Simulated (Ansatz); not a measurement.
Density of states of GaAlN₂ (P3m1) above the conduction band minimum, PBEsol, rigid bands run with Ansatz (an electronic-structure program); cell volume 43.7 Å³.

(energy from edge (eV), 10⁻³ states/eV/cell): (0.006, 2.58); (0.031, 6.07); (0.056, 8.28); (0.081, 10.2); (0.106, 11.9); (0.131, 13.5); (0.156, 15.3); (0.181, 16.8); (0.206, 18.4); (0.231, 19.6); (0.256, 21.2); (0.281, 22.8); (0.319, 25.4); (0.344, 26.7); (0.369, 28.3); (0.394, 29.6); (0.419, 31.4); (0.444, 33.2); (0.469, 35.1); (0.494, 36.5); (0.519, 38.0); (0.544, 40.3); (0.569, 41.8); (0.594, 43.6)

What effective density of states at 300 K does this give (∫ g(E) exp(−E/k_BT) dE, both spins, divided by the cell's size)?

3.0e18 cm⁻³, a density-of-states mass of 0.24 mₑ, valleys and band degeneracy included.

Spin-orbit coupling is left out. Geometry: cell and atoms relaxed with PBEsol.

Computed structure, not matched to a measured one here, so possibly hypothetical: GaAlN2 (P3m1).
